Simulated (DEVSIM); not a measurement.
Device: Al/SiO2/p-Ge capacitor, at 300 K.

| layer (left to right) | material | thickness (nm) | Na (cm⁻³) |
|---|---|---|---|
| 1 | SiO2 | 6.00 | - |
| 2 | Ge | 3800 | 2.4e16 |

Metal gate on the left, work function 4.1 eV. Fixed charge at the semiconductor interface 7e11 cm⁻² (in units of +e); no interface traps.

This is a model device: material constants are rounded textbook-type values typed into the input, and sizes, dopings and lifetimes were drawn at random. Values at 300 K; Nc and Nv go as T^1.5, mobilities as T to minus their exponent, the gap by Varshni's rule with the affinity fixed.

```csv
parameter,SiO2,Ge
gap (eV),9,0.664
affinity (eV),0.9,4
permittivity,3.9,16
Nc (cm⁻³),-,1.04e19
Nv (cm⁻³),-,6e18
Varshni α (eV/K),-,0.000477
Varshni β (K),-,235
```

Model (solved in DEVSIM): 1D Poisson equation in equilibrium, Boltzmann statistics, complete ionisation; no quantum confinement or tunnelling. Metal contacts follow the ideal Schottky-Mott rule: no Fermi-level pinning, no interface dipoles.

The temperature was swept, all else fixed.

```
temperature (K)  threshold voltage (band bending 2φF) (V)  flat-band voltage (V)  minimum of the low-frequency capacitance (μF/cm²)
---------------  ----------------------------------------  ---------------------  -------------------------------------------------
250                                                 -0.10                  -0.66                                             0.0789
300                                                 -0.14                  -0.62                                             0.0907
350                                                 -0.19                  -0.57                                              0.110
400                                                 -0.24                  -0.51                                              0.141
450                                                 -0.29                  -0.46                                              0.191
500                                            (withheld)                  -0.42                                         (withheld)
```

Task: Fill in the missing entries.

Result: 
- 500, threshold voltage (band bending 2φF) (V): -0.33
- 500, minimum of the low-frequency capacitance (μF/cm²): 0.257
